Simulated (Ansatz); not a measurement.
**What non-magnetic does to VO2**

Base system: VO2 in the rutile structure (space group P4_2/mnm, No. 136; a = 4.5836 Å, c = 2.8386 Å; ferromagnetic).

Modification: the non-magnetic state is imposed and the cell is relaxed again.

Method: DFT with PBE, PAW potentials and a 420 eV plane-wave cutoff in Ansatz (a program for electronic structure), no spin-orbit coupling. Γ-centred 10×10×17 mesh, Fermi–Dirac width 0.05 eV, for the changed cell.

The volume per atom drops by 0.09 Å³, from 9.94 Å³ to 9.85 Å³ and the lattice parameter a goes up by 0.029 Å, from 4.584 Å to 4.613 Å. The c/a ratio decreases by 0.017, from 0.619 to 0.602 and the space group (of the atoms, moments ignored) is still P4_2/mnm (No. 136). The shortest interatomic distance shrinks by 0.010 Å to 1.912 Å and the energy increases by 0.03 eV/atom (to 0.01 eV only: unlike meshes or grids). The band gap stays zero.

Cost of the whole job for the changed cell (relaxation, final SCF and bands): around 2.5 core-minutes (rough).

The magnetic state is the one reached from the starting moments; the real material's order can differ, and small cells can't hold many antiferromagnetic ones. Whether these cells are dynamically stable was not tested. No Hubbard U is applied, and correlation can decide whether such a compound is a metal. Spin-polarised in the final run: base; the other runs are not.
